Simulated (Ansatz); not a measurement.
bcc Nb (0 0 1) on 3C silicon carbide (0 0 1) (film strained to the substrate, started from cuts of the bulks and a machine-learned relaxation; slabs C30Si25 and Nb24, which can lie off the formulas)

A periodic stack without vacuum, bcc Nb (0 0 1) on 3C silicon carbide (0 0 1) (film strained to the substrate, started from cuts of the bulks and a machine-learned relaxation; slabs C30Si25 and Nb24, which can lie off the formulas): substrate slab C30Si25, film Nb24, surface cells [[-3, -1], [-1, -2]] and [[0, 2], [-2, 0]], film strained by +4.6 and +4.6 %, outermost planes C/C and Nb/Nb as cut, which need not be the usual terminations and can put a slab off its formula.

The start was prepared with a machine-learned potential, and the result is one local minimum, with the in-plane cell held and forces under 0.04 eV/Å; the film can end far from its bulk form.

Level of theory: PBE (plane waves to 420 eV, PAW; Ansatz, a first-principles code). Scalar-relativistic, without spin–orbit coupling; the runs are not spin-polarised; PBE gaps are too small against experiment. Its k-point mesh 4×4×1, Fermi–Dirac width 0.05 eV.

| Property | Result |
|---|---|
| interface area | 48.0 Å² |
| period | 21.18 Å |
| heights between the nearest atoms of the two slabs at the two interfaces | 0.75 and 0.94 Å |
| C–Nb contacts across the interfaces within 1.22 times the sum of covalent radii | 29, mean 2.33 Å |
| Nb–Si contacts across the interfaces within 1.22 times the sum of covalent radii | 20, mean 3.00 Å |
| hole barrier (PBE, at the middle of a substrate layer that carries a field) | 1.01 eV |
| electron barrier (PBE, at the middle of a substrate layer that carries a field) | 0.36 eV |
| slope of the mean potential energy in the substrate | -2.2 MV/cm × e |

```
CELL_PARAMETERS angstrom
      6.92534    -0.00026    -0.02589
     -0.00025     6.92403    -0.13750
     -0.65738    -2.15036    21.23254
ATOMIC_POSITIONS crystal
  C  0.70924 0.41150 0.12616
  C  0.31375 0.61233 0.12658
  C  0.50060 0.01519 0.12643
  C  0.10697 0.21321 0.12676
  C  0.91202 0.81191 0.12778
  C  0.62311 0.67098 0.02518
  C  0.18391 0.87153 0.01870
  C  0.37765 0.28718 0.02279
  C  0.00617 0.47344 0.01831
  C  0.79202 0.06934 0.02345
  C  0.73093 0.48901 0.33321
  C  0.33061 0.68956 0.33328
  C  0.53022 0.09100 0.33339
  C  0.13103 0.28828 0.33335
  C  0.93043 0.88982 0.33326
  C  0.61975 0.75159 0.22987
  C  0.21997 0.95134 0.23043
  C  0.41974 0.35188 0.23002
  C  0.02023 0.54997 0.22986
  C  0.81850 0.15067 0.22964
  C  0.76003 0.57410 0.53798
  C  0.35536 0.77611 0.55274
  C  0.54321 0.13767 0.54353
  C  0.16276 0.39541 0.54170
  C  0.94710 0.95610 0.53867
  C  0.63711 0.82576 0.43505
  C  0.24351 0.03249 0.43793
  C  0.44119 0.42580 0.43827
  C  0.04560 0.62913 0.43507
  C  0.84097 0.22664 0.43629
  Si 0.81481 0.63147 0.17829
  Si 0.41324 0.83286 0.17834
  Si 0.61222 0.23191 0.17783
  Si 0.21559 0.43182 0.17787
  Si 0.01480 0.03133 0.17862
  Si 0.90454 0.29418 0.07493
  Si 0.50767 0.49225 0.07255
  Si 0.70101 0.89961 0.07789
  Si 0.29092 0.09129 0.07124
  Si 0.10953 0.68671 0.07416
  Si 0.83586 0.70864 0.38451
  Si 0.43521 0.91002 0.38450
  Si 0.63564 0.30973 0.38508
  Si 0.23739 0.50722 0.38464
  Si 0.03645 0.10772 0.38498
  Si 0.92518 0.36926 0.28139
  Si 0.52533 0.57111 0.28150
  Si 0.72490 0.97090 0.28153
  Si 0.32545 0.17045 0.28149
  Si 0.12474 0.76952 0.28154
  Si 0.94870 0.44662 0.48661
  Si 0.54031 0.64691 0.48921
  Si 0.74525 0.04358 0.48748
  Si 0.34805 0.24928 0.49356
  Si 0.15377 0.85088 0.48852
  Nb 0.88394 0.57365 0.68987
  Nb 0.36444 0.55500 0.65313
  Nb 0.86978 0.05938 0.68833
  Nb 0.36331 0.04355 0.63474
  Nb 0.04061 0.21605 0.59984
  Nb 0.68350 0.36342 0.59892
  Nb 0.05261 0.70136 0.58792
  Nb 0.67630 0.85905 0.59012
  Nb 0.91990 0.60717 0.82889
  Nb 0.38449 0.61599 0.81363
  Nb 0.90871 0.14104 0.81589
  Nb 0.38630 0.12709 0.81291
  Nb 0.15376 0.34381 0.74523
  Nb 0.60991 0.34352 0.74205
  Nb 0.15578 0.82851 0.73973
  Nb 0.60609 0.84695 0.73496
  Nb 0.88682 0.74477 0.97378
  Nb 0.40725 0.73826 0.96352
  Nb 0.89870 0.22900 0.94965
  Nb 0.53095 0.10697 0.96211
  Nb 0.22990 0.39410 0.93379
  Nb 0.63095 0.42110 0.88567
  Nb 0.15337 0.93062 0.89111
  Nb 0.67209 0.88468 0.86723
```
